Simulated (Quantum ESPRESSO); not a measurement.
A self-consistent single point of AlN (P6_3mc, 4 atoms in the cell) with Quantum ESPRESSO.

Method: PBE, PseudoDojo standard norm-conserving (PBE) pseudopotentials (plane waves; Quantum ESPRESSO).

The change in words: lattice scaled by 0.98. Reference geometry:
```
CELL_PARAMETERS angstrom
      3.12859     0.00000     0.00000
     -1.56429     2.70944     0.00000
      0.00000     0.00000     5.01696
ATOMIC_POSITIONS crystal
  Al 0.66667 0.33333 0.49929
  Al 0.33333 0.66667 0.99929
  N  0.66667 0.33333 0.88071
  N  0.33333 0.66667 0.38071
```

Reference input (self-consistent single point, DFT, PBE, plane waves, PseudoDojo standard norm-conserving (PBE) pseudopotentials): ecutwfc = 85 Ry; occupations = smearing; smearing = fermi-dirac; degauss = 0.00147 Ry; potentials = {Al: Al.upf, N: N.upf}; K_POINTS = automatic 10 10 6 0 0 0; conv_thr = 1e-10 Ry. This run's input differs from it in these lines:

```diff
@@ -10,4 +10,4 @@
  ibrav = 4
- A = 3.1285897587
- C = 5.0169600000
+ A = 3.0660177249
+ C = 4.9166210000
  nat = 4
@@ -26,6 +26,6 @@
 ATOMIC_POSITIONS {angstrom}
-Al    1.5642948793    0.9031460697    2.5049179584
-Al    0.0000000000    1.8062921393    5.0133979584
-N     1.5642948793    0.9031460697    4.4184868416
-N     0.0000000000    1.8062921393    1.9100068416
+Al    1.5330088625    0.8850830794    2.4548196991
+Al    0.0000000000    1.7701661588    4.9131301991
+N     1.5330088625    0.8850830794    4.3301172809
+N     0.0000000000    1.7701661588    1.8718067809
 K_POINTS {automatic}
```

Output, abridged:

```
     Self-consistent Calculation

     iteration #  1     ecut=    85.00 Ry     beta= 0.70

     total energy              =     -50.66603431 Ry
     estimated scf accuracy    <       1.22413993 Ry

     iteration #  2     ecut=    85.00 Ry     beta= 0.70

     total energy              =     -51.04516988 Ry
     estimated scf accuracy    <       0.73459509 Ry

     iteration #  3     ecut=    85.00 Ry     beta= 0.70

     total energy              =     -51.16330401 Ry
     estimated scf accuracy    <       0.00917418 Ry

   [... 7 blocks of this kind left out ...]

     iteration # 11     ecut=    85.00 Ry     beta= 0.70

     total energy              =     -51.17042704 Ry
     estimated scf accuracy    <       0.00000002 Ry

     iteration # 12     ecut=    85.00 Ry     beta= 0.70
     End of self-consistent calculation

     the Fermi energy is     9.0573 ev

!    total energy              =     -51.17042704 Ry
     estimated scf accuracy    <          5.8E-12 Ry
     smearing contrib. (-TS)   =       0.00000000 Ry
     internal energy E=F+TS    =     -51.17042704 Ry

     convergence has been achieved in  12 iterations

     Forces acting on atoms (cartesian axes, Ry/au):

     atom    1 type  1   force =     0.00000000    0.00000000   -0.00101184
     atom    2 type  1   force =    -0.00000000   -0.00000000   -0.00101184
     atom    3 type  2   force =    -0.00000000    0.00000000    0.00101184
     atom    4 type  2   force =     0.00000000   -0.00000000    0.00101184

     Total force =     0.002024     Total SCF correction =     0.000000

          total   stress  (Ry/bohr**3)                   (kbar)     P=      131.17
   0.00091311   0.00000000   0.00000000          134.32        0.00        0.00
   0.00000000   0.00091311   0.00000000            0.00      134.32        0.00
   0.00000000   0.00000000   0.00084874            0.00        0.00      124.85

   JOB DONE.
```

The run converged in 12 iterations. Against the reference run the free energy goes up by 24.2 meV/atom, the pressure goes from -0.08 to 13.12 GPa, the largest force goes from 0.003 to 0.026 eV/Å and the gap on the mesh goes from 4.055 to 4.592 eV.

The starting cell comes from a database of computed structures (which also holds hypothetical and non-ambient phases and stackings), without a prior relaxation at this level. For this run, on top of that: lattice scaled by 0.98. With a pressure of about 13 GPa the cell is away from its equilibrium volume at this level.

Cost on one core of a shared machine: roughly 40 s.
